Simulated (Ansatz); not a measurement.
The reference is MoS₂ in the 2H-MoS2 type structure (space group P6_3/mmc, No. 194; layered, stacked along the Cartesian z axis).

```xyz
6
Lattice="3.1730 0.0000 0.0000 -1.5865 2.7479 0.0000 0.0000 0.0000 12.4366" Properties=species:S:1:pos:R:3 pbc="T T T"
Mo     0.0000     1.8319     3.1091
Mo     1.5865     0.9160     9.3274
S      0.0000     1.8319     7.7717
S      1.5865     0.9160     1.5534
S      1.5865     0.9160     4.6649
S      0.0000     1.8319    10.8832
```

Cartesian axes are those of the cell as printed.

The values are results of r2SCAN+rVV10, PAW, 500 eV (Ansatz, a quantum-chemistry and plane-wave program; spin-orbit coupling left out), not measurements.

The change: a pure shear with ε_xz = ε_zx = -0.0042; the atoms relax in the strained cell.

### Question
What happens to the energy relative to the base and stress?

### Answer
The energy hardly moves; the stress (xx, yy, zz, yz, xz, xy; compression positive) is (0.01, 0.00, 0.01, 0.00, 0.13, 0.00) GPa.

No phonon test of stability was made.
